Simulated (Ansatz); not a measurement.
A computed series for Mg2NbN3: response to strain

Consider Mg$_{2}$NbN$_{3}$ (space group C2/c, No. 15; a cell from a computed database, its experimental status unchecked).

```
Mg2NbN3
1.0
    4.72508    -3.07275     0.00000
    4.72508     3.07275     0.00000
   -2.63519     0.00000     5.03695
Mg Nb N
4 2 6
Direct
  0.91560   0.75460   0.42280
  0.08440   0.24540   0.57720
  0.24540   0.08440   0.07720
  0.75460   0.91560   0.92280
  0.58880   0.41120   0.75000
  0.41120   0.58880   0.25000
  0.90044   0.09956   0.75000
  0.09956   0.90044   0.25000
  0.58670   0.72545   0.07352
  0.41330   0.27455   0.92648
  0.27455   0.41330   0.42648
  0.72545   0.58670   0.57352
```

Cartesian axes are those of the cell as printed.

Strains are applied to the cell and any free atomic positions relax; under biaxial strain the out-of-plane vector relaxes too.

Level of theory: PBEsol (Ansatz, a first-principles code; PAW; 420 eV plane waves; no SOC).

Notes on the quantities. pressure: mean of the normal stresses, compression positive.

```tsv
case	volume per atom	band gap	smallest direct gap	pressure
base	12.19 Å³	1.33 eV	1.98 eV	0.00 GPa
biaxial strain −1.64 %, plane normal [001], relaxed out of plane	11.97 Å³	1.37 eV	2.04 eV	2.60 GPa
biaxial strain +4.38 %, plane normal [001], relaxed out of plane	[?]	[?]	[?]	[?]
uniaxial strain ε_yy = −0.64 %	12.11 Å³	1.33 eV	1.98 eV	0.93 GPa
```

Question: What belongs in the blanks?

Answer: 
- biaxial strain +4.38 %, plane normal [001], relaxed out of plane, volume per atom: 12.78 Å³
- biaxial strain +4.38 %, plane normal [001], relaxed out of plane, band gap: 1.24 eV
- biaxial strain +4.38 %, plane normal [001], relaxed out of plane, smallest direct gap: 1.89 eV
- biaxial strain +4.38 %, plane normal [001], relaxed out of plane, pressure: -5.89 GPa

Whether these cells are dynamically stable was not tested.
